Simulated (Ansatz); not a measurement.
**Zr, element substitutions**

Start from Zr in the hcp (Mg type) structure (space group P6_3/mmc, No. 194; a = 3.185 Å, c = 5.117 Å).

Each row replaces one element on all its sites; cell and atoms are relaxed.

All numbers come from Ansatz (a quantum-chemistry and plane-wave program), PBEsol, PAW, cutoff 420 eV, no spin-orbit coupling, earlier PAW set.

Before the change:

Lattice parameter a: 6.018 bohr

Question: The aim is a lattice parameter a between 4.794 bohr and 5.114 bohr. Which of these changes reaches it?
A. Zr → Ti
B. Zr → Sc
C. Zr → Zn

Answer: C, Zr → Zn. It gives 4.980 bohr; Zr → Ti gives 5.481 bohr; Zr → Sc gives 6.193 bohr. Changes not listed may reach it too

No phonon test of stability was made. All final runs are without spin polarisation.
